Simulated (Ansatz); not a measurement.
# Converging the k-point mesh: Zr (Im-3m, 1 atom in the cell)

```
Zr
1.0
   -1.79980     1.79980     1.79980
    1.79980    -1.79980     1.79980
    1.79980     1.79980    -1.79980
Zr
1
Direct
  0.00000   0.00000   0.00000
```

Level of theory: LDA (PW92), default PAW files made with PBE (plane waves; Ansatz, a quantum-chemistry and plane-wave program).

Base settings: basis.ecutwfc = 30.9 Ry; kpoints.mp_grid.grid = 13 13 13; hamiltonian.xc = lda; hamiltonian.pseudopotentials = {kind: paw} (the program's default PAW files); scf.occupations.method = fermi_dirac; scf.occupations.width = 0.0073 Ry.

The second cell is the first with its lattice scaled by 0.98.

Only quantities that move along the ladder and can be compared are tabulated.

The count of work is k-points × plane waves × bands × iterations; it is no time. 

The starting cell comes from a database of computed structures (which also holds hypothetical and non-ambient phases and stackings), without a prior relaxation at this level. Its lattice was rescaled by up to half a per cent. In the base run, with a pressure of about -8 GPa the cell is away from its equilibrium volume at this level. Ansatz's pressure includes its estimate of the finite-basis (Pulay) stress.

```tsv
kpoints.mp_grid.grid	free energy less the last step's (meV/atom)	energy of the compressed cell less the first (meV/atom)	pressure (GPa)	count of work / last
2 2 2	-1646.85	-328.67	-37.84	0.0016
3 3 3	-39.73	-69.97	-9.81	0.0021
4 4 4	-12.81	-41.80	-7.13	0.0042
5 5 5	-45.84	-49.01	-8.38	0.0053
6 6 6	9.20	-55.42	-8.72	0.0084
7 7 7	30.03	-45.72	-7.44	0.011
8 8 8	1.17	-46.03	-7.74	0.015
9 9 9	-2.67	-51.07	-8.27	0.018
10 10 10	-2.65	-52.82	-8.39	0.025
11 11 11	1.19	-49.73	-8.04	0.029
12 12 12	-0.19	-49.12	-8.05	0.038
13 13 13	-0.12	-50.16	-8.15	0.044
14 14 14	0.07	-50.39	-8.14	0.055
15 15 15	0.40	-49.71	-8.07	0.063
17 17 17	-0.14	-50.29	-8.15	0.087
18 18 18	0.20	-50.19	-8.12	0.10
20 20 20	-0.12	-49.95	-8.12	0.13
23 23 23	0.01	-49.94	-8.11	0.19
25 25 25	0.02	-50.08	-8.12	0.24
28 28 28	-0.01	-50.04	-8.12	0.33
31 31 31	0.00	-50.02	-8.12	0.43
34 34 34	0.00	-50.02	-8.12	0.56
38 38 38	0.00	-50.03	-8.12	0.76
42 42 42	0.00	-50.03	-8.12	1.0
```

Coarsest kpoints.mp_grid.grid that holds the energy of the compressed cell less the first within 2 meV/atom of the last step, with all finer ones: 11 11 11, at 0.029 of the last step's count of work; the step before is off by 2.8 meV/atom.

Coarsest kpoints.mp_grid.grid that holds the free energy within 5 meV/atom of the last step, with all finer ones: 8 8 8, at 0.015 of the last step's count of work; the step before is off by 30 meV/atom.

Coarsest kpoints.mp_grid.grid that holds the pressure within 0.2 GPa of the last step, with all finer ones: 11 11 11, at 0.029 of the last step's count of work; the step before is off by 0.27 GPa.

The energy difference between the two cells stays within 1 meV/atom of the last step's from 11 11 11 on, the total only from 12 12 12 on: much of the error is common to both cells and cancels.

Two neighbours can agree and both be off: 9 9 9 and 10 10 10 differ by 0.02 meV/atom in the free energy, yet lie about 2.7 meV/atom from the last step.

Keys are those of Ansatz 0.2.
